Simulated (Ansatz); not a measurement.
# PbClF (P4/nmm, No. 129)

Calculation: LDA (Ansatz, a first-principles code, plane waves, PAW).

Settings: plane-wave cutoff 520 eV, 8×8×6 k mesh (along the axes of the cell as run), Fermi–Dirac smearing 0.01 eV, scalar-relativistic PAW data made under PBE.

Cell: measured lattice: a = b = 4.110 Å, c = 7.246 Å, α = β = γ = 90.00°.

```json
{
  "band_gap": "3.20 eV",
  "direct gap at Γ": "4.50 eV"
}
```

Measured, for comparison: band gap 5.2 eV (temperature not stated, no zero-point or thermal correction, reflection spectrum measurement; as tabulated in Yedukondalu et al. (2022), arXiv:2209.01157).

Note: cell and atoms aren't relaxed at this level (pressure -4.3 GPa).

Spin–orbit coupling is not included; with these elements it can move the gap by several tenths of an eV or more.
